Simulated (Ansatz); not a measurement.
**Input and output of a self-consistent single point for LuH2 (I4mm, 3 atoms in the cell) (Ansatz, a first-principles code)**

Computed with PBEsol, default PAW files made with PBE (plane waves; Ansatz).

Input:

Ansatz 0.2 input:
```yaml
crystal:
  lattice:
    - [0.00000000, 2.50207900, 2.50207900]
    - [2.50207900, 0.00000000, 2.50207900]
    - [2.50207900, 2.50207900, 0.00000000]
  atoms:
    - { symbol: Lu, position_ang: [-0.00000000, -0.00000000, 0.05000155] }
    - { symbol: H, position_ang: [1.25103950, 1.25103950, 1.25103950] }
    - { symbol: H, position_ang: [3.75311850, 3.75311850, 3.75311850] }
basis:
  ecutwfc: 420.0 eV
kpoints:
  mp_grid: { grid: [11, 11, 11] }
hamiltonian:
  xc: pbesol
  pseudopotentials: { kind: paw }
scf:
  occupations: { method: gaussian, width: 0.1 eV }
output:
  forces: true
  eigenvalues: true
  stress: true
```

Output (repeated stretches shortened):

```
WARN ansatz: RAYON_NUM_THREADS=1 ignored (pool sized by the plan → 1); use --threads N
Pseudopotentials: kind: paw
Pseudopotential: Lu, paw, valence charge 25
Pseudopotential: H, paw, valence charge 1
Crystal: 3 atoms, lattice volume = 31.328 Å³
Basis set: ecut = 420 eV, 609 PW (Γ), exchange–correlation on 48×48×48 points (8 copies of the dense FFT grid, shifted against one another)
Bands: 18, of which v1, the nominal top of the filled ones, is band 14 counted from 1 (13 counted from 0)
Symmetry: 8 space group operations
Space group: I4mm (ITA 107), of the structure as read, at distance tolerance 3.2e-5 Å
k-points: 126 of 1331 (time reversal used)
PAW frozen core: Lu, regenerated for the run's functional, and the local potential with it
Initial density: superposition of atomic densities (neutral atoms: chi_scale 0, normalization atom), corrected by the library's trained network
Initial wavefunctions: pseudopotential atomic-orbital guess
Eigensolver: davidson
Functional: x = pbesol(κ = 0.804, μ = 0.12345679012345678), c = pbesol(β = 0.046)
SCF iter   1: F=—  HF=-14644.938712 eV  |F-HF|=—  |Δ(HF+E_count)|=         —  Δρ=7.26e-3  dr2=1.07e-2  ethr=1.77e-3  ⟨swp⟩=5.2  Hψ=13097  notcnv=0
all-band conjugate gradients solve this SCF's bands
preconditioner: auto → Kerker (q_TF=auto, 2.662 Å⁻¹)
SCF iter   2: F=—  HF=-14644.934305 eV  |F-HF|=—  |Δ(HF+E_count)|=   4.41e-3  Δρ=4.11e-3  dr2=3.74e-3  ethr=3.96e-5  ⟨swp⟩=2.2  Hψ=5098  notcnv=0  defer=17
SCF iter   3: F=—  HF=-14644.933733 eV  |F-HF|=—  |Δ(HF+E_count)|=   5.72e-4  Δρ=1.26e-3  dr2=3.00e-4  ethr=1.39e-5  ⟨swp⟩=2.7  Hψ=4160  notcnv=0  defer=17
SCF iter   4: F=—  HF=-14644.933098 eV  |F-HF|=—  |Δ(HF+E_count)|=   6.35e-4  Δρ=4.17e-4  dr2=1.77e-5  ethr=1.11e-6  ⟨swp⟩=3.1  Hψ=5131  notcnv=0  defer=17
SCF iter   5: F=—  HF=-14644.933110 eV  |F-HF|=—  |Δ(HF+E_count)|=   1.19e-5  Δρ=1.41e-4  dr2=2.98e-6  ethr=6.56e-8  ⟨swp⟩=3.4  Hψ=5884  notcnv=0  defer=27
SCF iter   6: F=—  HF=-14644.933109 eV  |F-HF|=—  |Δ(HF+E_count)|=   4.06e-7  Δρ=7.07e-5  dr2=6.83e-7  ethr=1.10e-8  ⟨swp⟩=2.0  Hψ=3351  notcnv=0  defer=27
SCF iter   7: F=-14644.933109 eV  HF=-14644.933109 eV  |F-HF|=6.37e-9  |Δ(HF+E_count)|=   1.34e-7  Δρ=4.55e-6  dr2=6.62e-9  ethr=3.70e-10  ⟨swp⟩=8.8  Hψ=15843  notcnv=0
SCF 1 converged in 7 iterations: F = -14644.933109 eV  dr2 = 6.62e-9
SCF converged after 7 iterations
Free energy (F): -14644.933109 eV
Harris-Foulkes:  -14644.933109 eV  (|F-HF|=6.37e-9)
Internal energy: -14644.928638 eV  (E = F + TS)
E sigma→0 (E₀):  -14644.930874 eV
Entropy (-TS):   -0.004471 eV (-1.490 meV/atom)
Fermi energy:    13.379737 eV
--- Per-component energies (eV) ---
  E_band       = -0.606721
  E_kinetic    = 449.092917
  E_local      = -6765.527746  (includes V_loc(G=0)·N_el)
  E_nonlocal   = 583.102932
  E_hartree    = 2833.471229
  E_xc         = -236.043280
  E_vxc        = -283.053752  (∫ρ·V_xc dr)
  E_paw        = -7255.780266  (= ΣΔE_a)
  E_vpaw       = 348.834140  (= ΣTr[D̂ρ^β])
  E_aug_tail   = -0.002234  (compensation charges beyond the density's cutoff)
  E_ewald      = -4254.434359
  E_core_change = 1.192168  (= ΣΔE_core)
  E_smearing   = -0.004471  (= −TS)
  E_closure    = -0.000000  (closes the sum)
  Σ components = -14644.933109   (vs F -14644.933109, Δ=0.00e0)
--- Forces (eV/Å), atoms counted from 1 ---
  atom   1  Lu     0.00000000     0.00000000    -0.33720791
  atom   2  H      0.00000000     0.00000000     0.16860790
  atom   3  H      0.00000000    -0.00000000     0.16860790
  max |Σ_I F_I| component: 7.89e-6 eV/Å
--- Stress (GPa, compression-positive) ---
       -2.451956       0.000000      -0.000000
        0.000000      -2.451956      -0.000000
       -0.000000       0.000000      -2.551944
  P = ⅓ Tr σ = -2.4853 GPa (-24.853 kbar)
  The stress holds the Pulay correction. Without it, at fixed plane waves, as pw.x and ABINIT print it: P = -2.6447 GPa
--- Band table (eV; the first three rows and the last of 126) ---
  k-point 0: bands = ["-42.6510", "-13.1788", "-13.1779", "-13.1779", "4.0342", "8.2218", "8.5435", "8.5438", "8.5438", "8.6163", "8.6163", "8.6163", "12.9530", "14.7863", "14.7863", "14.8505", "17.6664", "17.6696"]
  k-point 1: bands = ["-42.6491", "-13.2177", "-13.1833", "-13.1827", "4.2304", "8.2199", "8.5423", "8.5471", "8.5473", "8.6096", "8.6096", "8.6165", "12.1215", "14.8829", "14.8954", "15.9204", "17.5338", "17.5372"]
  k-point 2: bands = ["-42.6441", "-13.3215", "-13.1961", "-13.1955", "4.7774", "8.2151", "8.5400", "8.5558", "8.5560", "8.5933", "8.5935", "8.6171", "11.0092", "15.1075", "15.1194", "17.3520", "17.3623", "17.5873"]
  k-point 125: bands = ["-42.6196", "-13.6273", "-13.3529", "-13.3306", "8.0749", "8.2750", "8.5446", "8.5480", "8.5539", "8.5798", "8.5904", "8.6072", "9.4441", "11.1822", "18.5869", "19.0086", "19.4022", "19.7011"]
```

The run converged in 7 iterations.

The starting cell comes from a database of computed structures (which also holds hypothetical and non-ambient phases and stackings), without a prior relaxation at this level. Its lattice was rescaled by up to half a per cent. One atom was moved a little off its site on purpose. Spin-orbit coupling is off. Ansatz's pressure includes its estimate of the finite-basis (Pulay) stress.
